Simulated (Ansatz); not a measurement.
The starting structures come from a database of crystals and need not be the phases stable at ambient conditions.

**Evanescent states of BaLi2Mg(PO4)2 (P-3, not sure to be the ambient phase, 14 atoms a cell, 11.6 Å³ an atom, -5 GPa at this level) along the normal of (001)**

The numbers are results of r2SCAN (plane waves, PAW; Ansatz, a program for electronic structure), not measurements.

No gap correction and no spin-orbit coupling; mid-gap values are interpolated between computed energies.

Energies count from the valence-band top; κ is the least over a 12×12 mesh across the current.

```csv
E (eV),κ (1/Å),where
0.14,0.342,off Γ
0.43,0.406,Γ
0.72,0.431,Γ
1.01,0.450,Γ
1.30,0.465,Γ
1.59,0.477,Γ
1.89,0.485,Γ
2.17,0.490,Γ
2.46,0.491,Γ
2.75,0.490,Γ
3.04,0.486,Γ
3.33,0.480,Γ
3.62,0.470,Γ
3.92,0.457,Γ
4.21,0.441,Γ
4.50,0.422,Γ
4.79,0.398,Γ
5.08,0.369,Γ
5.37,0.334,Γ
5.66,0.290,Γ
5.95,0.233,Γ
6.24,0.146,Γ
```

Task: How thick must the barrier be to attenuate the transmission by 10^8 when the electrodes' Fermi level lies at 1.01 eV, and what attenuation does that film give at 5.37 eV?

Result: d = 8 ln 10 / (2 × 0.450) = 20.5 Å. At 5.37 eV it gives 8 × 0.334/0.450 = 5.9 decades.
